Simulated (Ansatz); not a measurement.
Pressure series in AlN

Take AlN in the wurtzite structure (space group P6_3mc, No. 186; a = 3.089 Å, c = 4.943 Å) as the base.

Cell and atoms are relaxed at each pressure.

Level of theory: LDA (Ansatz, an electronic-structure program; PAW; 420 eV plane waves; no spin-orbit coupling).

```
pressure (GPa)  volume per atom (Å³/atom)
--------------  -------------------------
-2                                 10.310
-1                                      ?
0                                  10.211
0.9                                10.167
2.1                                10.111
4.5                                10.002
9                                   9.813
22.5                                9.328
30                                  9.100
```

Problem. Fit the third-order Birch–Murnaghan form P(V) = (3B₀/2)[(V₀/V)^(7/3) − (V₀/V)^(5/3)]·[1 + (3/4)(B₀′ − 4)((V₀/V)^(2/3) − 1)] (squares taken in P) to the rows shown and predict the withheld row.

Solution. Least squares on the printed values gives V₀ = 10.211 Å³/atom, B₀ = 210 GPa, B₀′ = 3.7; this predicts 10.260 Å³/atom, and the run gives 10.260 Å³/atom, in agreement.

Load acts through the strain it causes; cell and atoms are relaxed under it. Stability against distortions was not tested. Measured, AlN leaves this structure (for rock salt) near 14 GPa (temperature not stated; as listed in Datta, Sujoy, Jana, Debnarayan, arXiv (2020)), on rising pressure, with hysteresis.
